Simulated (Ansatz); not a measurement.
# How a calculation on V (Im-3m, 1 atom in the cell) responds to its settings

```
V
1.0
   -1.49120     1.49120     1.49120
    1.49120    -1.49120     1.49120
    1.49120     1.49120    -1.49120
V
1
Direct
  0.00000   0.00000   0.00000
```

Base run A: PBE (Ansatz, a quantum-chemistry and plane-wave program), self-consistent single point.

Its settings: kpoints.mp_grid.grid = 20 20 20; hamiltonian.xc = pbe; hamiltonian.pseudopotentials = {kind: paw} (the program's default PAW files); scf.occupations.method = cold; scf.occupations.width = 0.136 eV.

The starting cell comes from a database of computed structures (which also holds hypothetical and non-ambient phases and stackings), without a prior relaxation at this level. Spin polarisation is off. Ansatz's pressure includes its estimate of the finite-basis (Pulay) stress.

Runs:
- B: hamiltonian.xc: pbe → lda [LDA (PW92)]
- C: hamiltonian.xc: pbe → pbesol [PBEsol]
- D: hamiltonian.xc: pbe → rpbe [RPBE]
- E: hamiltonian.xc: pbe → revpbe [revPBE]
- F: hamiltonian.xc: pbe → blyp [BLYP]
- G: hamiltonian.xc: pbe → r2scan [r2SCAN]

| run | pressure (GPa) |
|---|---|
| A | 2.71 |
| B | -10.77 |
| C | -4.53 |
| D | 7.12 |
| E | (withheld) |
| F | (withheld) |
| G | -0.08 |

Task: Some entries are withheld; supply them.

Result: 
- E, pressure (GPa): 5.90
- F, pressure (GPa): 7.80

Keys are those of Ansatz 0.2.
